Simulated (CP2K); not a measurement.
# Worked example: self-consistent single point of OsRu (P-6m2, 2 atoms in the cell) in CP2K

Method: CP2K with LDA (Pade form), GPW, DZVP-MOLOPT-SR-GTH basis, GTH-PADE potentials (GTH_POTENTIALS).

The input file:

```
&GLOBAL
  PROJECT osru
  RUN_TYPE ENERGY_FORCE
  PRINT_LEVEL MEDIUM
&END GLOBAL
&FORCE_EVAL
  METHOD Quickstep
  STRESS_TENSOR ANALYTICAL
  &DFT
    BASIS_SET_FILE_NAME BASIS_MOLOPT
    POTENTIAL_FILE_NAME GTH_POTENTIALS
    &QS
      METHOD GPW
      EPS_DEFAULT 1E-10
    &END QS
    &MGRID
      CUTOFF 500
      REL_CUTOFF 50
      NGRIDS 5
    &END MGRID
    &SCF
      SCF_GUESS ATOMIC
      EPS_SCF 1E-7
      MAX_SCF 100
      ADDED_MOS 6
      &DIAGONALIZATION
        ALGORITHM STANDARD
      &END DIAGONALIZATION
      &MIXING
        METHOD BROYDEN_MIXING
        ALPHA 0.2
        NBUFFER 10
        BETA 1
      &END MIXING
      &SMEAR ON
        METHOD FERMI_DIRAC
        ELECTRONIC_TEMPERATURE [K] 1160.45
      &END SMEAR
    &END SCF
    &KPOINTS
      SCHEME MONKHORST-PACK 9 9 5
    &END KPOINTS
    &XC
      &XC_FUNCTIONAL PADE
      &END XC_FUNCTIONAL
    &END XC
    &PRINT
      &MO
        EIGENVALUES T
        OCCUPATION_NUMBERS T
        NDIGITS 8
        FILENAME mo
        &EACH
          QS_SCF 0
        &END EACH
        ADD_LAST NUMERIC
      &END MO
      &MULLIKEN ON
      &END MULLIKEN
    &END PRINT
  &END DFT
  &SUBSYS
    &CELL
      ABC 2.69128600 2.69128596 4.24398600
      ALPHA_BETA_GAMMA 90.00000000 90.00000000 120.00000048
      PERIODIC XYZ
    &END CELL
    &COORD
      Ru      -0.00000135     1.55381544     0.00000000
      Os       1.34564435     0.77690656     2.12199300
    &END COORD
    &KIND Ru
      BASIS_SET DZVP-MOLOPT-SR-GTH-q16
      POTENTIAL GTH-PADE-q16
    &END KIND
    &KIND Os
      BASIS_SET DZVP-MOLOPT-SR-GTH-q16
      POTENTIAL GTH-PADE-q16
    &END KIND
  &END SUBSYS
  &PRINT
    &FORCES ON
    &END FORCES
    &STRESS_TENSOR ON
    &END STRESS_TENSOR
  &END PRINT
&END FORCE_EVAL
```

Output (repeated stretches shortened):

```
 GLOBAL| Method name                                                        CP2K
 GLOBAL| Project name                                                       osru
 GLOBAL| Run type                                                   ENERGY_FORCE

 CELL| Volume [angstrom^3]:                                            26.620994
 CELL| Vector a [angstrom]:       2.691     0.000     0.000   |a| =     2.691286
 CELL| Vector b [angstrom]:      -1.346     2.331     0.000   |b| =     2.691286
 CELL| Vector c [angstrom]:       0.000     0.000     4.244   |c| =     4.243986
 CELL| Angle (b,c), alpha [degree]:                                    90.000000
 CELL| Angle (a,c), beta  [degree]:                                    90.000000
 CELL| Angle (a,b), gamma [degree]:                                   120.000000
 CELL| Numerically orthorhombic:                                              NO
 CELL| Periodicity                                                           XYZ

 DFT| Spin restricted Kohn-Sham (RKS) calculation                            RKS
 DFT| Multiplicity                                                             1
 DFT| Number of spin states                                                    1
 DFT| Charge                                                                   0
 DFT| XC density smoothing                                                  NONE
 DFT| XC derivatives                                                          PW

 QS| Method:                                                                 GPW
 QS| Density plane wave grid type                        NON-SPHERICAL FULLSPACE
 QS| Number of grid levels:                                                    5
 QS| Density cutoff [a.u.]:                                                250.0
 QS| Multi grid cutoff [a.u.]: 1) grid level                               250.0
   [... lines left out ...]
 BRILLOUIN| Wavefunction type                                            COMPLEX
 BRILLOUIN| List of Kpoints [2 Pi/Bohr]                                      203
 BRILLOUIN| Number           Weight            X              Y              Z
 BRILLOUIN|     1           0.00494       -0.44444       -0.44444       -0.40000
 BRILLOUIN|     2           0.00494       -0.44444       -0.44444       -0.20000
 BRILLOUIN|     3           0.00494       -0.44444       -0.44444        0.00000
   [... 200 lines left out ...]
 *******************************************************************************

 Extrapolation method: initial_guess

 Re-scaling the density matrix to get the right number of electrons
                  # Electrons              Trace(P)               Scaling factor
                           32                32.000                        1.000

 Number of electrons:                                                         32
 Number of occupied orbitals:                                                 16
 Number of molecular orbitals:                                                22

 Number of orbital functions:                                                 52
 Number of independent orbital functions:                                     52
 SCF WAVEFUNCTION OPTIMIZATION

  Step     Update method      Time    Convergence         Total energy    Change
     1 NoMix/Diag. 0.20E+00      -     7.25031448      -187.4520924500 -1.87E+02
     2 Broy./Diag. 0.20E+00      -     0.13537550      -187.9773797044 -5.25E-01
     3 Broy./Diag. 0.20E+00      -     0.02561823      -187.2872791990  6.90E-01
     4 Broy./Diag. 0.20E+00      -     0.07025602      -186.8391871990  4.48E-01
     5 Broy./Diag. 0.20E+00      -     0.02023243      -186.4373116243  4.02E-01
     6 Broy./Diag. 0.20E+00      -     0.04461638      -186.5285362063 -9.12E-02
     7 Broy./Diag. 0.20E+00      -     0.00040190      -186.5878499454 -5.93E-02
   [... 3 lines left out ...]
    11 Broy./Diag. 0.20E+00      -     0.00000323      -186.5851873540 -8.46E-06
    12 Broy./Diag. 0.20E+00      -     0.00000130      -186.5851803776  6.98E-06
    13 Broy./Diag. 0.20E+00      -     0.00000021      -186.5851784529  1.92E-06
    14 Broy./Diag. 0.20E+00      -     0.00000042      -186.5851792223 -7.69E-07
    15 Broy./Diag. 0.20E+00      -     0.00000006      -186.5851795087 -2.86E-07
  *** SCF run converged in    15 steps ***

  Electronic density on regular grids:        -32.0000000012       -0.0000000012
  Core density on regular grids:               31.9999999981       -0.0000000019
  Total charge density on r-space grids:       -0.0000000032
  Total charge density g-space grids:          -0.0000000032

  Overlap energy of the core charge distribution:               0.00000000075716
  Self energy of the core charge distribution:               -306.82224221559557
  Core Hamiltonian energy:                                     71.11987526933670
  Hartree energy:                                              68.72148012069761
  Exchange-correlation energy:                                -19.60290857005843
  Electronic entropic energy:                                  -0.00138411381081
  Fermi energy:                                                 0.71295642618245

  Total energy:                                              -186.58517950868148
  Total energy (extrapolated to T->0):                       -186.58448745177608

                     Mulliken Population Analysis

 #  Atom  Element  Kind  Atomic population                           Net charge
       1     Ru       1         15.930665                              0.069335
       2     Os       2         16.069335                             -0.069335
 # Total charge                             32.000000                  0.000000

 ENERGY| Total FORCE_EVAL ( QS ) energy [hartree]           -186.585179538304487

 FORCES| Atomic forces [hartree/bohr]
 FORCES|   Atom     x               y               z               |f|
 FORCES|      1  5.08080969E-07 -3.09232016E-07 -1.00564715E-14   5.94786273E-07
 FORCES|      2 -5.08523909E-07  3.09488637E-07  2.66422333E-14   5.95298062E-07
 FORCES| Sum    -4.42940562E-10  2.56620675E-10  1.65857618E-14
 FORCES| Total atomic force                                       5.11908696E-10

 STRESS| Analytical stress tensor [bar]
 STRESS|                        x                   y                   z
 STRESS|      x       -1.26539333267E+05   6.99275810925E-01   1.14233838140E-08
 STRESS|      y        6.99275810925E-01  -1.26537997204E+05  -2.44640346346E-08
 STRESS|      z        1.14233838140E-08  -2.44640346346E-08  -4.90764573401E+04
 STRESS| 1/3 Trace                                            -1.00717929270E+05
```

The run converged in 15 iterations.

The starting cell comes from a database of computed structures (which also holds hypothetical and non-ambient phases and stackings), without a prior relaxation at this level. Its lattice was rescaled by a random factor within 2.5 % of one. Spin polarisation is off. Values carry the incompleteness of an atom-centred basis. With a pressure of about -10 GPa the cell is away from its equilibrium volume at this level.

Cost on one core of a shared machine: roughly 2 min.
